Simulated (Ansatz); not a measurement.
Y: isotropic strain +3.00 %

Base system: Y in the hcp (Mg type) structure (space group P6_3/mmc, No. 194; a = 3.594 Å, c = 5.610 Å; relaxed with 0.1 eV smearing).

It is then changed as follows: the cell is scaled by 1.0300 in all directions, atoms relaxed at fixed cell.

Level of theory: Ansatz (a program for electronic structure), PBEsol, PAW, cutoff 420 eV, no SOC. Settings: 18×18×11 k-points, 0.1 eV Fermi–Dirac smearing.

- Volume per atom: 34.29 Å³ (base 31.38 Å³)
- Space group: P6_3/mmc (No. 194) (base P6_3/mmc (No. 194))
- Shortest interatomic distance: 3.594 Å (base 3.489 Å)
- Energy relative to the base (free energy F): +32 meV/atom
- Pressure (mean of the normal stresses, compression positive): -3.3 GPa (base 0.0 GPa)
- Band gap: zero (base zero)

Final structure:

```yaml
crystal:
  lattice:
    - [3.70214, 0.00000, 0.00000]
    - [-1.85107, 3.20615, 0.00000]
    - [0.00000, 0.00000, 5.77822]
  atoms:
    - { symbol: Y, position: [0.66667, 0.33333, 0.75000] }
    - { symbol: Y, position: [0.33333, 0.66667, 0.25000] }
```

Whether these cells are dynamically stable was not tested. The final runs are not spin-polarised.
